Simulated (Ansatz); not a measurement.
The reference is BN (space group R3m, No. 160; a = 2.500 Å, c = 9.757 Å (hexagonal axes); a cell from a computed database, its experimental status unchecked; layered, stacked along the Cartesian z axis).

Modification: a hydrostatic pressure of 3 GPa.

Levels (all Ansatz, a quantum-chemistry and plane-wave program, PAW): r2SCAN+rVV10 (500 eV, no spin-orbit coupling); HSE06 (420 eV, no SOC).

The geometry is relaxed with r2SCAN+rVV10.

```
Item                     Value
---------------------  -------
r2SCAN+rVV10 band gap  4.47 eV
```

With HSE06 at the same geometry, the band gap goes up by 0.77 eV (4.47 eV → 5.24 eV).

Single points use the geometry relaxed with r2SCAN+rVV10. Their cutoffs differ, which shifts pressures a little. HSE06 was sampled on its mesh, a few special points and the semilocal edge points, so its gap is an upper bound. Load acts through the strain it causes; cell and atoms are relaxed under it. No phonon test of stability was made.
